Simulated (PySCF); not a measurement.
PySCF 2.14.0, B3LYP/def2-svp, df: S1SSS[SH+]SSS1, charge +1, multiplicity 1, 9 atoms. The geometry is a generated start, not checked to be a minimum at this level.

```yaml
task: energy
method: b3lyp
basis: def2-svp
two_electron_scheme: density fitting
mol.max_memory: 3000 MB
mf.max_cycle: 100
mf.conv_tol: 1e-09 (default)
mf.grids.level: 3 (default)
basis_functions: 149
grid_points: 160848
```

```xyz
9

S      2.6007     0.5436    -0.0915
S      2.0289    -1.0400    -1.2530
S      0.7601    -2.2137    -0.0961
S     -1.1104    -1.9919    -0.7758
S     -2.2329    -0.5380     0.4090
S     -1.8251     1.5605    -0.0339
S     -0.1348     2.1728     0.8555
S      1.3948     2.1350    -0.5511
H     -1.4813    -0.6283     1.5370
```

Charge 1 and multiplicity 1 are set for this test and not shown to be the ground state.

With the defaults (mf.DIIS = CDIIS, mf.diis = true, mf.diis_damp = 0, mf.diis_space = 8, mf.init_guess = minao, mf.damp = 0, mf.diis_start_cycle = 1, mf.level_shift = 0) it converges in 14 Fock builds. One run each on 2 threads, 1 BLAS thread, with these changes:
- mf.diis_space = 20
- mf.level_shift = 1 Hartree
- mf.damp = 0.3, mf.diis_start_cycle = 4
- mf.diis_damp = 0.3
- mf.init_guess = sap
- mf.diis_space = 12
- mf.damp = 0.7, mf.diis_start_cycle = 8
- mf.DIIS = EDIIS
- mf.diis = false

Problem. Name the settings that don't reach the solution of the defaults.

Solution. No convergence: mf.DIIS = EDIIS; mf.diis = false (the run ends without SCF convergence in 100 cycles). The rest reach the solution of the defaults.

```json
[
 {"setting": "mf.diis_damp = 0.3", "Fock builds": "13", "end": "same solution"},
 {"setting": "mf.diis_space = 12", "Fock builds": "13", "end": "same solution"},
 {"setting": "mf.diis_space = 20", "Fock builds": "13", "end": "same solution"},
 {"setting": "the defaults", "Fock builds": "14", "end": "same solution"},
 {"setting": "mf.init_guess = sap", "Fock builds": "15", "end": "same solution"},
 {"setting": "mf.damp = 0.7, mf.diis_start_cycle = 8", "Fock builds": "15", "end": "same solution"},
 {"setting": "mf.damp = 0.3, mf.diis_start_cycle = 4", "Fock builds": "18", "end": "same solution"},
 {"setting": "mf.level_shift = 1 Hartree", "Fock builds": "59", "end": "same solution"},
 {"setting": "mf.DIIS = EDIIS", "Fock builds": "101", "end": "no convergence"},
 {"setting": "mf.diis = false", "Fock builds": "101", "end": "no convergence"}
]
```
